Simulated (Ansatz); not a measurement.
An Ansatz (a program for electronic structure) input (PBEsol (Ansatz, PAW, spin-orbit coupling left out)):

Ansatz 0.2 input:
```yaml
crystal:
  lattice:
    - [0, 2.5692718958, 2.5692718958]
    - [2.5692718958, 0, 2.5692718958]
    - [2.5692718958, 2.5692718958, 0]
  atoms:
    - { symbol: P, position: [0, 0, 0] }
    - { symbol: As, position: [0.5, 0.5, 0.5] }
basis: { ecutwfc: 420, ecutrho_ratio: 4, xc_grid: 2, fft_grid_basis: typed }
kpoints: { mp_grid: { grid: [16, 16, 16] } }
hamiltonian:
  xc: pbesol
  dispersion: none
  pseudopotentials: { kind: paw }
scf: { occupations: { method: fermi_dirac, width: 0.05 }, convergence: { dr2_threshold: 0.0000000002 } }
output: { forces: true, stress: true }
```

### Question
Which symmetry and how many k-points will the program report, and about how many plane waves at Γ?

### Answer
Space group Fm-3m (ITA 225) with 48 operations, k-points 145 of 4096, and 645 plane waves at Γ.

Stability against distortions was not tested. All final runs are without spin polarisation. The cell is AsP in the rock salt structure (space group Fm-3m, No. 225; a hypothetical phase, not in the database extracts checked).
